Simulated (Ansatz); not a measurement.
Ge: response to strain

Take Ge in the diamond structure (space group Fd-3m, No. 227) as the base.

```cif
data_Ge2
_chemical_formula_sum 'Ge2'
_space_group_name_H-M_alt 'P 1'
_space_group_IT_number 1
_cell_length_a 4.07412
_cell_length_b 4.07412
_cell_length_c 4.07412
_cell_angle_alpha 60.000
_cell_angle_beta 60.000
_cell_angle_gamma 60.000
loop_
_space_group_symop_operation_xyz
  'x, y, z'
loop_
_atom_site_label
_atom_site_type_symbol
_atom_site_fract_x
_atom_site_fract_y
_atom_site_fract_z
_atom_site_occupancy
Ge1 Ge 0.00000 0.00000 0.00000 1
Ge2 Ge 0.25000 0.25000 0.25000 1
```

Strains are applied to the cell and any free atomic positions relax.

Computed with PBE (Ansatz, a quantum-chemistry and plane-wave program), no SOC.

```tsv
isotropic strain (%)	pressure (GPa)
-2.5	5.4
-2	4.1
-1.5	3.0
-0.5	0.9
0	0.0
0.5	?
2	-3.0
2.5	-3.6
3	-4.2
```

Fit P = P₀ − Bδ + Cδ² with δ = (1 + ε)³ − 1 to the rows shown and predict the withheld row.

Least squares on the printed values gives P₀ = 0.0 GPa, B = 60.5 GPa, C = 172 GPa (largest residual 0.1 GPa); this predicts -0.9 GPa, and the run gives -0.9 GPa, in agreement.

No phonon test of stability was made.
